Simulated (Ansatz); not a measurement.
## Ge with two functionals

Base system: Ge in the diamond structure (space group Fd-3m, No. 227; a = 5.7617 Å).

(Cell as relaxed with PBE.)

Levels (all Ansatz, a first-principles code, PAW): PBE (420 eV, scalar-relativistic without spin-orbit coupling); r2SCAN (500 eV, no SOC).

Each level relaxes its own structure.

```tsv
quantity	PBE	r2SCAN
volume per atom	23.91 Å³	___
lattice parameter a	5.762 Å	___
band gap	zero	___
```

What does r2SCAN give?


- volume per atom, r2SCAN: 22.84 Å³
- lattice parameter a, r2SCAN: 5.674 Å
- band gap, r2SCAN: 0.36 eV

PBE's volume per atom lies 1.07 Å³ above r2SCAN's (4.7 %); PBE's lattice parameter a lies 0.0873 Å above r2SCAN's (1.5 %); they disagree on the band gap. Neither level is exact; r2SCAN is the comparison here, not a measurement.

No phonon test of stability was made. A zero or small gap of Ge can be the functional's error rather than a property of the material.
